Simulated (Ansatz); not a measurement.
Results of r²SCAN in Ansatz (plane waves, PAW) for ZnInNO (model structure, started from the AlSiCN type, P3m1, No. 156, 4 atoms in the cell).

Output (set-up and result lines):

```
Relaxation: its limit of steps is 80 (relax.max_steps)
Crystal: 4 atoms, lattice volume = 56.706 Å³
Basis set: ecut = 560 eV, 1713 PW (Γ), exchange–correlation on 81×81×135 points (27 copies of the dense FFT grid, shifted against one another)
Bands: 22, of which v1, the nominal top of the filled ones, is band 18 counted from 1 (17 counted from 0)
Symmetry: 6 space group operations
Space group: P3m1 (ITA 156), of the structure as read, at distance tolerance 3.8e-5 Å
k-points: 330 of 3240 (time reversal used)
Functional: x = r2scan, c = r2scan; τ floored in thin density (d = 2e-4 eV/Å³)
SCF iter   1: F=—  HF=-9891.479702 eV  |F-HF|=—  |Δ(HF+E_count)|=         —  Δρ=1.46e-2  dr2=5.97e-2  dr2_τ=1.19e-1
SCF iter   2: F=—  HF=-9891.512866 eV  |F-HF|=—  |Δ(HF+E_count)|=   3.32e-2  Δρ=4.90e-3  dr2=9.79e-3  dr2_τ=4.31e-4
  ...
SCF 1 converged in 9 iterations: F = -9891.510798 eV  dr2 = 6.38e-8
Crystal: 4 atoms, lattice volume = 56.706 Å³
Initial density: handed on by an earlier stage of this run
SCF 2 converged in 5 iterations: F = -9891.511038 eV  dr2 = 1.35e-7
Crystal: 4 atoms, lattice volume = 56.706 Å³
SCF 3 converged in 5 iterations: F = -9891.511071 eV  dr2 = 7.75e-9
Crystal: 4 atoms, lattice volume = 56.706 Å³
SCF 4 converged in 5 iterations: F = -9891.511083 eV  dr2 = 1.31e-8
Crystal: 4 atoms, lattice volume = 56.706 Å³
SCF 5 converged in 5 iterations: F = -9891.511089 eV  dr2 = 2.77e-9
Crystal: 4 atoms, lattice volume = 56.706 Å³
SCF iter   5: F=—  HF=-9891.511090 eV  |F-HF|=—  |Δ(HF+E_count)|=  1.46e-11  Δρ=2.53e-7  dr2=3.45e-11  dr2_τ=2.55e-12
SCF iter   6: F=-9891.511090 eV  HF=-9891.511090 eV  |F-HF|=0.00e0  |Δ(HF+E_count)|=    0.00e0  Δρ=8.90e-8  dr2=3.75e-12  dr2_τ=6.64e-13
SCF 6 converged in 6 iterations: F = -9891.511090 eV  dr2 = 3.75e-12
SCF converged after 6 iterations
Free energy (F): -9891.511090 eV
Internal energy: -9891.511001 eV  (E = F + TS)
E sigma→0 (E₀):  -9891.511046 eV
Fermi energy:    8.162762 eV
--- Forces (eV/Å), atoms counted from 1 ---
  atom   1  In     0.00000000    -0.00000000    -0.00029401
  atom   2  Zn    -0.00000000     0.00000000    -0.00013384
  atom   3  O     -0.00000000     0.00000000    -0.00041034
  atom   4  N     -0.00000000     0.00000000     0.00019291
--- Stress (GPa, compression-positive) ---
       -2.606295      -0.000000       0.000000
        0.000000      -2.606295       0.000000
        0.000000       0.000000      -2.597589
  P = ⅓ Tr σ = -2.6034 GPa (-26.034 kbar)
```

Problem. Write an input file that could have produced this run (the log leaves some choices open).

Solution. This is not unique; one that fits is 
Ansatz 0.2 input:
```yaml
crystal:
  lattice:
    - [3.4714974795, 0.0, 0.0]
    - [-1.7357487397, 3.0064050064, 0.0]
    - [0.0, 0.0, 5.4333498583]
  atoms:
    - { symbol: In, position: [0.3333333333, 0.6666666667, 0.5107766586] }
    - { symbol: Zn, position: [0.6666666667, 0.3333333333, 0.9969684708] }
    - { symbol: O, position: [0.3333333333, 0.6666666667, 0.1112946599] }
    - { symbol: N, position: [0.6666666667, 0.3333333333, 0.6309502106] }
basis:
  ecutwfc: 560
  ecutrho_ratio: 4
  xc_grid: 3
kpoints:
  mp_grid: { grid: [18, 18, 10] }
hamiltonian:
  xc: r2scan
  dispersion: none
  pseudopotentials: { kind: paw }
scf:
  occupations: { method: fermi_dirac, width: 0.05 }
output:
  forces: true
  stress: true
  eigenvalues: true
relax:
  f_tol: 0.004
  escape_saddle: false
  max_steps: 80
  cell: { stress_tol: 0.02, fix: [volume] }
```

The cell is one volume of an energy–volume scan, off the minimum.

The PAW data were made under PBE.

Note: the relaxation could raise the start's symmetry but not lower it, so the cell can be a saddle point.

A model structure was made by putting elements into a prototype or built by hand; it is no filed structure, need not be a known phase, and can be a saddle point held by its symmetry.

Ansatz is a quantum-chemistry and plane-wave program.
